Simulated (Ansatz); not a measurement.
Base system: Al in the fcc (Cu type) structure (space group Fm-3m, No. 225; a = 4.041 Å; relaxed with 0.1 eV smearing). Axes: x, y, z lie along the cube axes.

Calculations: Ansatz (a first-principles code), PBE, PAW, cutoff 420 eV, no spin-orbit coupling, earlier PAW set.

It is then changed as follows: an isotropic linear strain of −1.65 %; the atoms relax in the strained cell.

Task: Predict the stress tensor and what it implies for the stiffness.

Result: Stress of the strained cell less that of the base (GPa, compression positive):
```
    4.3     0.0     0.0
    0.0     4.3     0.0
    0.0     0.0     4.3
```

Then B = −ΔP/(ΔV/V₀) with ΔV/V₀ = -0.0487 gives secant stiffness values (nonlinear terms included at this strain): B ≈ 89 GPa.

As a check, the harmonic strain energy −½ V₀ Δσ:ε is 11 meV/atom; the computed energy rise is 10 meV/atom.

No phonon test of stability was made.
